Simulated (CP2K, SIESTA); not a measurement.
A SIESTA input for a self-consistent single point of Sr3P2 (Pm-3m, 5 atoms in the cell) (DFT, LDA PW92, numerical atomic orbitals DZP, PseudoDojo LDA standard norm-conserving potentials (rewritten from UPF to PSML)):

```
# files in the folder: Sr.psml P.psml (PseudoDojo LDA standard)
SystemName  Sr3P2
SystemLabel Sr3P2

NumberOfAtoms                5
NumberOfSpecies              2
%block ChemicalSpeciesLabel
  1 38 Sr
  2 15 P
%endblock ChemicalSpeciesLabel
LatticeConstant              1.0 Bohr
%block LatticeVectors
    10.714747127    0.000000000    0.000000000
     0.000000000   10.714747127    0.000000000
     0.000000000    0.000000000   10.714747127
%endblock LatticeVectors
AtomicCoordinatesFormat      Bohr
%block AtomicCoordinatesAndAtomicSpecies
     0.000000000    5.357373563    5.357373563  1
     5.357373563    0.000000000    5.357373563  1
     5.357373563    5.357373563    0.000000000  1
     0.000000000    0.000000000    0.000000000  2
     5.357373563    5.357373563    5.357373563  2
%endblock AtomicCoordinatesAndAtomicSpecies

XC.functional                LDA
XC.authors                   PW92
PAO.BasisSize                DZP
PAO.EnergyShift              0.01 Ry
MeshCutoff                   350 Ry
%block kgrid.MonkhorstPack
    6   0   0  0.0
    0   6   0  0.0
    0   0   6  0.0
%endblock kgrid.MonkhorstPack
OccupationFunction           FD
ElectronicTemperature        0.136 eV

MaxSCFIterations             150
SCF.Mixer.Method             Broyden
SCF.Mixer.Weight             0.2
SCF.Mixer.History            8
SCF.DM.Tolerance             1.0E-05
Diag.ParallelOverK           true
WriteForces                  true
```

**Question.** Write the same calculation as an input for CP2K.

**Answer.** One input that does it (others would too):

```
&GLOBAL
  PROJECT calc
  RUN_TYPE ENERGY_FORCE
  PRINT_LEVEL LOW
&END GLOBAL
&FORCE_EVAL
  METHOD Quickstep
  STRESS_TENSOR ANALYTICAL
  &DFT
    BASIS_SET_FILE_NAME BASIS_MOLOPT
    POTENTIAL_FILE_NAME GTH_POTENTIALS
    &QS
      METHOD GPW
      EPS_DEFAULT 1E-10
    &END QS
    &MGRID
      CUTOFF 500
      REL_CUTOFF 50
      NGRIDS 5
    &END MGRID
    &SCF
      SCF_GUESS ATOMIC
      EPS_SCF 1E-6
      MAX_SCF 100
      ADDED_MOS 8
      &DIAGONALIZATION
        ALGORITHM STANDARD
      &END DIAGONALIZATION
      &MIXING
        METHOD BROYDEN_MIXING
        ALPHA 0.3
        NBUFFER 10
      &END MIXING
      &SMEAR ON
        METHOD FERMI_DIRAC
        ELECTRONIC_TEMPERATURE [K] 1578.21
      &END SMEAR
    &END SCF
    &KPOINTS
      SCHEME MONKHORST-PACK 6 6 6
      GAMMA_CENTERED T
    &END KPOINTS
    &XC
      &XC_FUNCTIONAL PADE
      &END XC_FUNCTIONAL
    &END XC
    &PRINT
      &MO
        EIGENVALUES T
        OCCUPATION_NUMBERS T
        NDIGITS 8
        FILENAME mo
        &EACH
          QS_SCF 0
        &END EACH
        ADD_LAST NUMERIC
      &END MO
      &MULLIKEN OFF
      &END MULLIKEN
    &END PRINT
  &END DFT
  &SUBSYS
    &CELL
      A 5.67000000 0.00000000 0.00000000
      B 0.00000000 5.67000000 0.00000000
      C 0.00000000 0.00000000 5.67000000
      PERIODIC XYZ
    &END CELL
    &COORD
      SCALED
      Sr       0.00000000     0.50000000     0.50000000
      Sr       0.50000000     0.00000000     0.50000000
      Sr       0.50000000     0.50000000     0.00000000
      P        0.00000000     0.00000000     0.00000000
      P        0.50000000     0.50000000     0.50000000
    &END COORD
    &KIND Sr
      BASIS_SET DZVP-MOLOPT-SR-GTH-q10
      POTENTIAL GTH-PADE-q10
    &END KIND
    &KIND P
      BASIS_SET DZVP-MOLOPT-SR-GTH-q5
      POTENTIAL GTH-PADE-q5
    &END KIND
  &END SUBSYS
  &PRINT
    &FORCES ON
    &END FORCES
    &STRESS_TENSOR ON
    &END STRESS_TENSOR
  &END PRINT
&END FORCE_EVAL
```

Basis settings and potentials, where a program has them, do not carry over. This input uses DFT LDA (Pade form), GPW, DZVP-MOLOPT-SR-GTH basis, GTH-PADE potentials (GTH_POTENTIALS). LDA parametrisations can differ slightly between programs. Both were run: pressure 2.23 GPa in SIESTA and -2.06 in CP2K.

On SIESTA: the starting cell comes from a database of computed structures (which also holds hypothetical and non-ambient phases and stackings), without a prior relaxation at this level. Values carry the incompleteness of an atom-centred basis. The run gives no clean gap (levels at the Fermi energy touch, overlap or are partly filled at this smearing), which alone does not show that the compound is a metal.

On CP2K: the starting cell comes from a database of computed structures (which also holds hypothetical and non-ambient phases and stackings), without a prior relaxation at this level. Values carry the incompleteness of an atom-centred basis. The run gives no clean gap (levels at the Fermi energy touch, overlap or are partly filled at this smearing), which alone does not show that the compound is a metal.
